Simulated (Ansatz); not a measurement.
Here is the system:

```
CELL_PARAMETERS angstrom
      0.00000     1.80486     1.82291
      1.80486     0.00000     1.82291
      1.80486     1.80486     0.00000
ATOMIC_POSITIONS crystal
  B  0.00000 0.00000 0.00000
  N  0.25000 0.25000 0.25000
```

No spin polarisation.

Level of theory: Ansatz (a program for electronic structure) r2SCAN, no spin-orbit coupling. Settings: 16×16×16 k-points, 0.05 eV Fermi–Dirac smearing.

Question: Predict the electron mass, band gap and stress.

Answer: 
* **Electron mass**: 0.87 mₑ along k, 0.29 mₑ across (at X)
* **Band gap**: 4.90 eV
* **Stress (xx, yy, zz, yz, xz, xy; compression positive)**: (-1.67, -1.67, -8.14, 0.00, 0.00, 0.00) GPa

The cells carry an imposed strain or load. Effective masses come from finite differences of ±0.01 Å⁻¹. Along k means along the line from Γ to the band edge. Whether these cells are dynamically stable was not tested. The cell was made from BN in the zinc blende structure (space group F-43m, No. 216) by this change: uniaxial strain ε_zz = +1.00 %.
